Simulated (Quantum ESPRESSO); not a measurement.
**How a calculation on CeCuSi₂Ni (I-4m2, 5 atoms in the cell) responds to its settings**

```
CeCuSi2Ni
1.0
   -2.06641     2.06641     4.93470
    2.06641    -2.06641     4.93470
    2.06641     2.06641    -4.93470
Ce Si Cu Ni
1 2 1 1
Direct
  0.00000   0.00000   0.00000
  0.62424   0.62424   0.00000
  0.37576   0.37576   0.00000
  0.25000   0.75000   0.50000
  0.75000   0.25000   0.50000
```

Base run A: Quantum ESPRESSO 7.5 with PBEsol, SSSP 1.1.2 efficiency (PBE) pseudopotentials, self-consistent single point.

Its settings: ecutwfc = 50 Ry; ecutrho = 400 Ry; occupations = smearing; smearing = marzari-vanderbilt; degauss = 0.0036749 Ry; input_dft = pbesol; K_POINTS = automatic 6 6 6 0 0 0; conv_thr = 1e-10 Ry; mixing_beta = 0.7.

The starting cell comes from a database of computed structures (which also holds hypothetical and non-ambient phases and stackings), without a prior relaxation at this level. Its lattice was rescaled by a random factor within 2.5 % of one. Spin polarisation is off. The f electrons are in the valence without U or exact exchange, which can misplace them near the Fermi level. Spin-orbit terms, which matter for f shells, are left out. In the base run, with a pressure of about -11 GPa the cell is away from its equilibrium volume at this level.

ΔF is the free energy per atom less that of run A. A dash stands where there is no value to compare (another energy zero or no entropy term, no result, no spin, no clean gap, or a mesh too coarse for one). 

```csv
run,nbnd,ΔF (meV/atom),pressure (GPa),largest force (eV/Å),ending
A,default,0.00,-10.84,0.244,converged
B,29,–,–,–,not converged
C,30,0.00,-10.84,0.244,converged
D,31,–,–,–,not converged
```

Run C against A: The free energy is nearly the same (within 1 meV/atom), the pressure stays at -10.84 GPa and the largest force stays at 0.244 eV/Å.

Run D against A: The run ended unconverged after 100 iterations.

Run B against A: The run ended unconverged after 100 iterations.
